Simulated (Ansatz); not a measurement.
# SiC: response to strain

Start from SiC in the wurtzite structure (space group P6_3mc, No. 186; a = 3.075 Å, c = 5.048 Å). Axes: x lies along a and z along c of the hexagonal cell.

Strains are applied to the cell and any free atomic positions relax; under biaxial strain the out-of-plane vector relaxes too.

The values are results of Ansatz (a quantum-chemistry and plane-wave program), r2SCAN, PAW, cutoff 500 eV, spin-orbit coupling left out, not measurements.

Candidates:
(a) biaxial strain −2.84 %, plane normal [001], relaxed out of plane
(b) uniaxial strain ε_yy = +1.28 %
(c) biaxial strain +3.46 %, plane normal [001], relaxed out of plane
(d) isotropic strain −1.43 %
(e) isotropic strain +4.79 %

Base values:

* **Smallest direct gap**: 4.48 eV

Question: Order them by smallest direct gap, lowest first.

Answer: (c) biaxial strain +3.46 %, plane normal [001], relaxed out of plane (3.98 eV), (e) isotropic strain +4.79 % (4.15 eV), (b) uniaxial strain ε_yy = +1.28 % (4.36 eV), (d) isotropic strain −1.43 % (4.58 eV), (a) biaxial strain −2.84 %, plane normal [001], relaxed out of plane (4.87 eV)

Stability against distortions was not tested.
